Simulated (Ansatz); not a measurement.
## ZnSe: response to strain

Take ZnSe in the zinc blende structure (space group F-43m, No. 216) as the base.

```yaml
crystal:
  lattice:
    - [0.00000, 2.83278, 2.83278]
    - [2.83278, 0.00000, 2.83278]
    - [2.83278, 2.83278, 0.00000]
  atoms:
    - { symbol: Zn, position: [0.00000, 0.00000, 0.00000] }
    - { symbol: Se, position: [0.25000, 0.25000, 0.25000] }
```

Cartesian axes are those of the cell as printed.

Strains are applied to the cell and any free atomic positions relax; under biaxial strain the out-of-plane vector relaxes too.

Computed with Kohn–Sham DFT with the r2SCAN functional, run in Ansatz (an electronic-structure program) with PAW and 500 eV plane waves, no spin-orbit coupling.

```csv
"biaxial strain, plane normal [001], relaxed out of plane (%)",out-of-plane strain (%)
-3,3.42
-2.5,2.87
-2,2.30
-1.5,?
-1,1.15
-0.5,0.57
0,0.00
```

### Question
Fit ε⊥ = −νε + γε² (strains in %) to the rows shown and predict the withheld row.

### Answer
Least squares on the printed values gives ν = 1.16 (the biaxial Poisson response) and γ = -0.006 (largest residual 0.01 %); this predicts 1.73 %, and the run gives 1.72 %, in agreement.

Whether these cells are dynamically stable was not tested.
